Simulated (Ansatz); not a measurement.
Where the default PAW files enter, the runs use the earlier of Ansatz's two default sets.

Inside the gap of an insulator the Bloch states are evanescent, with a wavenumber k + iκ along the transport direction.

Data:

```xyz
9
Lattice="5.0149 0.0000 0.0000 -2.5074 4.3430 0.0000 0.0000 0.0000 5.5403" Properties=species:S:1:pos:R:3 pbc="T T T"
Si     1.3320     2.3070     1.8468
Si     2.3510     0.0000     0.0000
Si    -1.1755     2.0360     3.6935
O      0.3110     1.7941     3.0351
O      0.7982     3.7153     1.1883
O     -1.1092     3.1767     4.8818
O      2.8184     2.5489     2.5052
O      3.3057     0.6277     4.3519
O      1.3983     1.1664     0.6584
```

Space group of this cell: P3_221. The cell is strained (all lengths scaled by 1.02); by r2SCAN its mean pressure is -10.5 GPa.

Transport runs along the normal of the first two printed cell vectors, the (001) plane of the conventional cell.

The gap is the functional's own, uncorrected, and κ follows it; spin-orbit coupling is left out. Mid-gap values are interpolated between the computed energies.

Task: Predict the band gap and the smallest decay constant κ at mid-gap from r2SCAN in Ansatz (an electronic-structure program).

Result: Gap 6.16 eV on a 12×12×6 mesh; κ = 0.494 1/Å, at the zone centre.
